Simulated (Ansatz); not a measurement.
Consider TiB$_{2}$ (space group P6/mmm, No. 191).

```
TiB2
1.0
    3.01738     0.00000     0.00000
   -1.50869     2.61313     0.00000
    0.00000     0.00000     3.18507
Ti B
1 2
Direct
  0.00000   0.00000   0.00000
  0.66667   0.33333   0.50000
  0.33333   0.66667   0.50000
```

Cartesian axes are those of the cell as printed.

Method: PBEsol in Ansatz (plane waves to 420 eV, PAW, no spin-orbit coupling).

Now apply this change: every lattice vector is stretched by 1.50 %, atoms relaxed at fixed cell.

Problem. Predict the stress tensor and what it implies for the stiffness.

Solution. Stress of the strained cell less that of the base (GPa, compression positive):
```
  -11.7     0.0     0.0
    0.0   -11.7     0.0
    0.0     0.0    -9.5
```

Then B = −ΔP/(ΔV/V₀) with ΔV/V₀ = 0.0457 gives secant stiffness values (nonlinear terms included at this strain): B (at held cell shape, above the free-shape value) ≈ 240 GPa.

As a check, the harmonic strain energy −½ V₀ Δσ:ε is 13 meV/atom; the computed energy rise is 14 meV/atom.

A case with no gap was solved on a k-mesh chosen for an insulator, which is coarse for it. No phonon test of stability was made. The final runs are not spin-polarised.

Ansatz is a quantum-chemistry and plane-wave program.
